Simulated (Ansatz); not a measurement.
We consider cubic perovskite KMgF3, described by r²SCAN in Ansatz (plane waves, PAW).

Settings: plane-wave cutoff 560 eV, 8×8×8 k mesh, Fermi–Dirac smearing 0.01 eV, scalar-relativistic PAW data made under PBE.

The cell has the measured lattice parameters. Conventional cell: a = 3.9897 Å, b = 3.9897 Å, c = 3.9897 Å, α = 90.00°, β = 90.00°, γ = 90.00°.

```
CELL_PARAMETERS angstrom
      3.98970     0.00000     0.00000
      0.00000     3.98970     0.00000
      0.00000     0.00000     3.98970
ATOMIC_POSITIONS crystal
  K  0.00000 0.00000 0.00000
  Mg 0.50000 0.50000 0.50000
  F  0.50000 0.00000 0.50000
  F  0.00000 0.50000 0.50000
  F  0.50000 0.50000 0.00000
```

Question: List the 18 lowest band energies at Γ above −25 eV (eV, relative to the valence band maximum), grouping those that round alike.

Answer: At Γ: -21.23, -20.60 (×2), -9.25 (×3), -2.38 (×3), -0.63 (×3), -0.31 (×3), 8.25, 10.85 (×2).

Note: cell and atoms aren't relaxed at this level (pressure -0.5 GPa).

Ansatz is a quantum-chemistry and plane-wave program.
